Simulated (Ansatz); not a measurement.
The starting structures come from a database of crystals and need not be the phases stable at ambient conditions.

Here is the system:

```
CELL_PARAMETERS angstrom
      4.19870     0.00000     0.00000
      0.00000     4.19870     0.00000
      2.09935     2.09935     2.96893
ATOMIC_POSITIONS crystal
  Mg 0.00000 0.00000 0.00000
  Se 0.75000 0.25000 0.50000
```

Space group of this cell: F-43m, zinc blende. The cell is taken as given.

Calculation: r2SCAN (plane waves, PAW; Ansatz, an electronic-structure program).

The current runs along the normal of the first two printed vectors; no spin-orbit coupling. Scaled by the factor s: the length along the current (ions clamped). Meshes 10×10×10 and 8×8 across the current in all rows.

| s | mean pressure (GPa) | band gap (eV) |
|---|---|---|
| 0.97 | 1.8 | ? |
| 1.00 | 0.2 | 3.36 |
| 1.03 | -1.2 | 3.19 |

### Question
Take the slope of the band gap against ln s from the two given rows, extrapolate to s = 0.97, and say what the run there gives.

### Answer
Slope = (3.19 − 3.36) / ln 1.03 = -5.75 eV. The line gives 3.36 + (-5.75) × ln 0.97 = 3.54 eV. The run gives 3.44 eV, 0.10 eV under the line, 54 % of the predicted step.
